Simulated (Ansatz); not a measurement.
**Effect of biaxial strain −3.00 %, plane normal [001], relaxed out of plane on Hf**

The reference is Hf in the hcp (Mg type) structure (space group P6_3/mmc, No. 194; a = 3.204 Å, c = 5.073 Å; relaxed with 0.1 eV smearing). Axes: x lies along a and z along c of the hexagonal cell.

It is then changed as follows: compressive biaxial strain of 3.00 % in the plane normal to [001], as in epitaxy on a mismatched substrate; the out-of-plane cell vector and the atoms relax.

All numbers come from PBE/PAW in Ansatz (a quantum-chemistry and plane-wave program), without spin-orbit coupling. k-mesh 21×21×12 (Γ-centred); smearing 0.1 eV (Fermi–Dirac).

| quantity | base | changed | shift |
|---|---|---|---|
| volume per atom | 22.55 Å³ | 21.69 Å³ | -0.86 Å³ |
| space group | P6_3/mmc (No. 194) | P6_3/mmc (No. 194) | – |
| shortest interatomic distance | 3.139 Å | 3.108 Å | -0.031 Å |
| pressure (mean of the normal stresses, compression positive) | 0.0 GPa | 4.4 GPa | +4.4 GPa |
| band gap | zero | zero | – |
| out-of-plane strain | – | +2.22 % | – |
| ratio −ε⊥/ε∥ | – | 0.74 | – |
| mean in-plane stress (compression positive) | – | +6.6 GPa | – |

Whether these cells are dynamically stable was not tested. All final runs are without spin polarisation.
